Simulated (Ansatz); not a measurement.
CuI (P-3m1, No. 164, 4 atoms in the cell; start mp-570081; a measured phase of this formula has another space group), treated with r²SCAN0 in Ansatz (PAW).

Run with plane-wave cutoff 520 eV, 9×9×4 k mesh (along the axes of the cell as run), Fermi–Dirac smearing 0.01 eV, no spin polarisation, scalar-relativistic PAW data made under PBE.

Cell (relaxed with PBEsol):

```xyz
4
Lattice="4.0639 0.0000 0.0000 -2.0319 3.5194 0.0000 0.0000 0.0000 7.2585" Properties=species:S:1:pos:R:3 pbc="T T T"
Cu     2.0319     1.1731     4.3002
Cu     0.0000     2.3463     2.9583
I      0.0000     2.3463     5.5206
I      2.0319     1.1731     1.7379
```

Estimate the band gap that the calculation returns.


band gap: 3.97 eV (on the SCF k mesh)

Note: cell and atoms aren't relaxed at this level (pressure 2.7 GPa); the cell has widely spaced layers and the level no dispersion term, so their spacing and the moduli can rest on weak binding.

Spin–orbit coupling is not included; with these elements it can move the gap by several tenths of an eV or more.

Computed values are for the static lattice.

It cost around 7 core-minutes (rough) of CPU time.

A start named mp-… is a Materials Project structure, which need not be a measured phase.

Ansatz is an electronic-structure program.
